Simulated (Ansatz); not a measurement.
Input:

```
CELL_PARAMETERS angstrom
      4.56915     0.00000     0.00000
      2.28458     3.95700     0.00000
      2.28458    -1.31900     3.78467
ATOMIC_POSITIONS crystal
  Sb 0.49842 0.75079 0.25237
  In 0.00158 0.99921 0.99763
```

No spin polarisation.

Calculations: PBEsol (Ansatz, an electronic-structure program, PAW, no SOC), earlier PAW set. Γ-centred 12×12×12 mesh, Fermi–Dirac width 0.05 eV.

**Question.** Predict the band gap, space group and pressure.

**Answer.** 
* **Band gap**: zero
* **Space group**: R3m (No. 160)
* **Pressure (mean of the normal stresses, compression positive)**: 0.5 GPa

With Sb present, leaving out spin-orbit coupling can change the band edges. The cells carry an imposed strain or load. Whether these cells are dynamically stable was not tested. The final runs are not spin-polarised. The cell was made from InSb in the zinc blende structure (space group F-43m, No. 216) by this change: biaxial strain −0.89 %, plane normal [111], relaxed out of plane. The zero or small gap of InSb can change with the level of theory.
